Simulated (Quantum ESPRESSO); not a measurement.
Troubleshooting Quantum ESPRESSO: a failed run on YSi2 (P6/mmm, 3 atoms in the cell). The aim is a zone-centre phonon calculation with DFT, LDA (PZ), plane waves, GBRV 1.5 ultrasoft (LDA) pseudopotentials.

The self-consistent step had converged with these keywords: prefix = run; ecutwfc = 40 Ry; ecutrho = 320 Ry; occupations = smearing; smearing = fermi-dirac; degauss = 0.0073499 Ry; potentials = {Y: y_lda_v1.4.uspp.F.UPF, Si: si_lda_v1.uspp.F.UPF}; K_POINTS = automatic 12 12 11 0 0 0; conv_thr = 1e-10 Ry; mixing_beta = 0.7. The next shown step is ph.x.

Input:

```fortran
phonons at the zone centre
&INPUTPH
   prefix = 'run',
   outdir = './work',
   tr2_ph = 1.0d-14,
   fildyn = 'dyn.G',
   niter_ph = 3,
/
0.0 0.0 0.0
```

Output, abridged:

```
     Representation #   1 mode #   1

     Self-consistent Calculation

      iter #   1   av.it.:   4.2
      thresh= 1.000E-02 alpha_mix =  0.700 |ddv_scf|^2 =  1.835E-08

      iter #   2   av.it.:  12.3
      thresh= 1.355E-05 alpha_mix =  0.700 |ddv_scf|^2 =  1.336E-09

      iter #   3   av.it.:  11.2
      thresh= 3.655E-06 alpha_mix =  0.700 |ddv_scf|^2 =  2.627E-11
     End of self-consistent calculation

     No convergence has been achieved
   JOB DONE.
STOP 1
```

Task: Find the mistake and give the fix.

Result: The fault is an iteration limit that is too low. The loop is cut before its threshold is met, so whatever is printed at the end is not self-consistent. To fix it, raise the limit, or leave it to the default. The run ended unconverged in one of its stages.

On the sound input: the starting cell comes from a database of computed structures (which also holds hypothetical and non-ambient phases and stackings), without a prior relaxation at this level. With a pressure of about -4 GPa the cell is away from its equilibrium volume at this level.
